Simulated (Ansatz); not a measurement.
Several settings converged on a (001) slab of MoS2 (cut from a parent of space group no. 187; 3 atoms in the cell)

```
MoS2
1.0
    3.16821     0.00000     0.00000
   -1.58410     2.74375     0.00000
    0.00000     0.00000    17.08702
Mo S
1 2
Direct
  0.00000   0.00000   0.50000
  0.33333   0.66667   0.59033
  0.33333   0.66667   0.40967
```

Base method: PBEsol, default PAW files made with PBE (plane waves; Ansatz, a quantum-chemistry and plane-wave program).

Base settings: basis.ecutwfc = 30.9 Ry; kpoints.mp_grid.grid = 8 8 1; hamiltonian.xc = pbesol; hamiltonian.pseudopotentials = {kind: paw} (the program's default PAW files); scf.occupations.method = fermi_dirac; scf.occupations.width = 0.0015 Ry.

The count of work is k-points × plane waves × bands × iterations; it is no time. 

**The vacuum**

The mesh stays at the base's, so the ladder's end is converged at best in this setting alone.

Only quantities that move along the ladder and can be compared are tabulated.

```csv
vacuum between outermost atoms (Å),free energy less the last step's (meV/atom),largest difference of a force vector from the last step's (eV/Å),count of work / last
3.0,234.23,0.560,0.21
4.0,48.18,0.018,0.18
5.0,11.43,0.002,0.25
6.0,2.59,0.000,0.27
7.0,0.55,0.000,0.30
8.0,0.11,0.000,0.34
10.0,0.00,0.000,0.39
12.0,0.00,0.000,0.45
14.0,0.00,0.000,0.51
17.0,0.00,0.000,0.61
20.0,0.00,0.000,0.59
25.0,0.00,0.000,0.73
30.0,0.00,0.000,1.0
```

Smallest vacuum between outermost atoms (Å) that holds the free energy within 1 meV/atom of the last step, with all finer ones: 7.0, at 0.30 of the last step's count of work; the step before is off by 2.6 meV/atom.

Smallest vacuum between outermost atoms (Å) that holds the forces within 0.02 eV/Å of the last step, with all finer ones: 4.0, at 0.18 of the last step's count of work; the step before is off by 0.56 eV/Å.

**The k-point mesh**

Only quantities that move along the ladder and can be compared are tabulated.

| kpoints.mp_grid.grid | free energy less the last step's (meV/atom) | largest difference of a force vector from the last step's (eV/Å) | count of work / last |
|---|---|---|---|
| 2 2 1 | 271.32 | 0.512 | 0.044 |
| 3 3 1 | -14.01 | 0.181 | 0.058 |
| 4 4 1 | -19.95 | 0.031 | 0.077 |
| 5 5 1 | 0.65 | 0.003 | 0.096 |
| 6 6 1 | 0.51 | 0.005 | 0.13 |
| 8 8 1 | 0.08 | 0.000 | 0.19 |
| 9 9 1 | 0.03 | 0.000 | 0.23 |
| 10 10 1 | -0.02 | 0.000 | 0.27 |
| 12 12 1 | 0.00 | 0.000 | 0.37 |
| 14 14 1 | 0.00 | 0.000 | 0.46 |
| 16 16 1 | 0.00 | 0.000 | 0.58 |
| 19 19 1 | 0.00 | 0.000 | 0.77 |
| 22 22 1 | 0.00 | 0.000 | 1.0 |

Coarsest kpoints.mp_grid.grid that holds the forces within 0.02 eV/Å of the last step, with all finer ones: 5 5 1, at 0.096 of the last step's count of work; the step before is off by 0.031 eV/Å.

Coarsest kpoints.mp_grid.grid that holds the free energy within 2 meV/atom of the last step, with all finer ones: 5 5 1, at 0.096 of the last step's count of work; the step before is off by 20 meV/atom.

**The plane-wave cutoff**

The mesh stays at the base's, so the ladder's end is converged at best in this setting alone.

Only quantities that move along the ladder and can be compared are tabulated.

| basis.ecutwfc | free energy less the last step's (meV/atom) | largest difference of a force vector from the last step's (eV/Å) | count of work / last |
|---|---|---|---|
| 15.4 Ry | 1056.44 | 0.135 | 0.14 |
| 18.4 Ry | 253.15 | 0.077 | 0.18 |
| 21.7 Ry | 38.00 | 0.028 | 0.21 |
| 26.1 Ry | 2.26 | 0.001 | 0.27 |
| 30.9 Ry | 0.55 | 0.001 | 0.35 |
| 37.1 Ry | 0.21 | 0.000 | 0.46 |
| 46.3 Ry | 0.04 | 0.000 | 0.66 |
| 61.7 Ry | 0.00 | 0.000 | 1.0 |

Coarsest basis.ecutwfc that holds the forces within 0.01 eV/Å of the last step, with all finer ones: 26.1 Ry, at 0.27 of the last step's count of work; the step before is off by 0.028 eV/Å.

Coarsest basis.ecutwfc that holds the free energy within 5 meV/atom of the last step, with all finer ones: 26.1 Ry, at 0.27 of the last step's count of work; the step before is off by 38 meV/atom.

On the base run: the starting cell comes from a database of computed structures (which also holds hypothetical and non-ambient phases and stackings), without a prior relaxation at this level. The slab is cut from that crystal, and its faces are unrelaxed. Its lattice was rescaled by up to half a per cent. Spin polarisation is off.

Left out of this page: 1 run of the series outside the window shown, repeating another row's setting, or not comparable.

Keys are those of Ansatz 0.2.
